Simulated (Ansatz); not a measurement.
For GaSnSiN (model structure, started from the AlSiCN type, R3m, No. 160, 4 atoms in the cell), PBEsol (PAW; Ansatz, an electronic-structure program) gives:

- lattice parameter a: 3.743 Å
- c axis length: 18.520 Å
- bulk modulus: 84.0 GPa
- cohesive energy: 3.98 eV/atom

What does r²SCAN in Ansatz (plane waves, PAW) give for the same quantities?


- lattice constant a: 3.764 Å (rises by 0.6 %)
- lattice parameter c: 18.444 Å (falls by 0.4 %)
- bulk modulus: 86.9 GPa (rises by 3.5 %)
- cohesive energy: 3.59 eV/atom (decreases by 0.39 eV/atom)

Changes are worked out from the printed values.

Unless a cell is named, each level is at its own relaxed cell (PBEsol 18.72, r²SCAN 18.86 Å³/atom).

Levels without +SOC leave out spin–orbit coupling, which shifts energies and cells of such heavy elements.

Caveats: the bulk modulus is −V dP/dV from two relaxed cells at ±2 % in volume (PBEsol, r²SCAN). Ansatz's density-functional and Hartree–Fock values are scalar-relativistic unless marked +SOC, with PAW data made under PBE.

A model structure was made by putting elements into a prototype or built by hand; it is no filed structure, need not be a known phase, and can be a saddle point held by its symmetry.
